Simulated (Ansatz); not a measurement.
# CdSe under a change: isotropic strain +1.80 %

Consider CdSe in the wurtzite structure (space group P6_3mc, No. 186; a = 4.2475 Å, c = 6.9410 Å).

One thing is altered: every lattice vector is stretched by 1.80 %, atoms relaxed at fixed cell.

Computed with Ansatz (a quantum-chemistry and plane-wave program), LDA, PAW, cutoff 420 eV, spin-orbit coupling left out. k-mesh 9×9×5 (Γ-centred); smearing 0.05 eV (Fermi–Dirac).

The volume per atom rises by 1.49 Å³ (27.11 Å³ → 28.60 Å³) and the space group remains P6_3mc (No. 186). The shortest interatomic distance increases by 0.0464 Å (2.600 Å → 2.647 Å) and the energy increases by 13 meV/atom. The band gap drops by 0.11 eV, from 0.46 eV to 0.35 eV and the gap character remains direct at Γ. The mean gap deformation potential ΔEg/Δln V amounts to -2.1 eV and the electron mass changes from 0.047 mₑ (at Γ) to 0.038 mₑ (at Γ). The valence-band top at Γ (three highest levels, from the VBM) changes from 0.00, 0.00, -0.07 eV to 0.00, 0.00, -0.06 eV.

Effective masses come from finite differences of ±0.01 Å⁻¹. Whether these cells are dynamically stable was not tested.
